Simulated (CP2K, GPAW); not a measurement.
A GPAW input for a self-consistent single point of a (001) slab of Ca (cut from a parent of space group no. 225; 4 atoms in the cell) (DFT PBEsol, plane waves, GPAW PAW datasets PBEsol (made by gpaw-setup)):

```python
from ase import Atoms
from ase.units import GPa
from gpaw import GPAW

atoms = Atoms(['Ca', 'Ca', 'Ca', 'Ca'],
              cell=[[3.900818, 0.000000, 0.000000],
                    [-3.900818, 3.900818, 0.000000],
                    [0.000000, 0.000000, 22.365300]],
              scaled_positions=[[0.000000, 0.000000, 0.437660],
                                [1.000000, 0.500000, 0.312985],
                                [0.000000, 0.000000, 0.687015],
                                [1.000000, 0.500000, 0.562340]],
              pbc=True)

calc = GPAW(mode={'name': 'pw', 'ecut': 600},
            xc='PBEsol',
            kpts=(9, 9, 1),
            occupations={'name': 'fermi-dirac', 'width': 0.1},
            nbands=-12,
            convergence={'density': 1e-05},
            symmetry={'symmorphic': False, 'tolerance': 0.0005},
            maxiter=150,
            txt='-')

atoms.calc = calc

energy = atoms.get_potential_energy()
print('Energy (eV):', round(energy, 6))
forces = atoms.get_forces()
print('Forces (eV/Ang):')
print(forces.round(5))
stress = atoms.get_stress()
print('Stress (GPa, Voigt):', (stress / GPa).round(4))
```

**Question.** Give the CP2K input for the same structure, mesh, smearing and functional.

**Answer.** One input that does it (others would too):

```
&GLOBAL
  PROJECT bulk
  RUN_TYPE ENERGY_FORCE
  PRINT_LEVEL LOW
&END GLOBAL
&FORCE_EVAL
  METHOD Quickstep
  STRESS_TENSOR ANALYTICAL
  &DFT
    BASIS_SET_FILE_NAME BASIS_MOLOPT
    POTENTIAL_FILE_NAME GTH_POTENTIALS
    &QS
      METHOD GPW
      EPS_DEFAULT 1E-10
    &END QS
    &MGRID
      CUTOFF 500
      REL_CUTOFF 60
      NGRIDS 5
    &END MGRID
    &SCF
      SCF_GUESS ATOMIC
      EPS_SCF 1E-6
      MAX_SCF 100
      ADDED_MOS 8
      &DIAGONALIZATION
        ALGORITHM STANDARD
      &END DIAGONALIZATION
      &MIXING
        METHOD BROYDEN_MIXING
        ALPHA 0.2
        NBUFFER 12
        BETA 1.5
      &END MIXING
      &SMEAR ON
        METHOD FERMI_DIRAC
        ELECTRONIC_TEMPERATURE [K] 1160.45
      &END SMEAR
    &END SCF
    &KPOINTS
      SCHEME MONKHORST-PACK 9 9 1
    &END KPOINTS
    &XC
      &XC_FUNCTIONAL
        &PBE
          PARAMETRIZATION PBESOL
        &END PBE
      &END XC_FUNCTIONAL
    &END XC
    &PRINT
      &MO
        EIGENVALUES T
        OCCUPATION_NUMBERS T
        NDIGITS 8
        FILENAME mo
        &EACH
          QS_SCF 0
        &END EACH
        ADD_LAST NUMERIC
      &END MO
      &MULLIKEN OFF
      &END MULLIKEN
    &END PRINT
  &END DFT
  &SUBSYS
    &CELL
      A 3.90081800 0.00000000 0.00000000
      B -3.90081800 3.90081800 0.00000000
      C 0.00000000 0.00000000 22.36530000
      PERIODIC XYZ
    &END CELL
    &COORD
      SCALED
      Ca       0.00000000     0.00000000     0.43766000
      Ca       1.00000000     0.50000000     0.31298500
      Ca       0.00000000     0.00000000     0.68701500
      Ca       1.00000000     0.50000000     0.56234000
    &END COORD
    &KIND Ca
      BASIS_SET DZVP-MOLOPT-SR-GTH-q10
      POTENTIAL GTH-PBE-q10
    &END KIND
  &END SUBSYS
  &PRINT
    &FORCES ON
    &END FORCES
    &STRESS_TENSOR ON
    &END STRESS_TENSOR
  &END PRINT
&END FORCE_EVAL
```

Basis settings and potentials, where a program has them, do not carry over. This input uses DFT PBEsol, GPW, DZVP-MOLOPT-SR-GTH basis, GTH-PBE potentials (GTH_POTENTIALS).

The starting cell comes from a database of computed structures (which also holds hypothetical and non-ambient phases and stackings), without a prior relaxation at this level. The slab is cut from that crystal, and its faces are unrelaxed. Its lattice was rescaled in the plane by a random factor within 2.5 % of one.
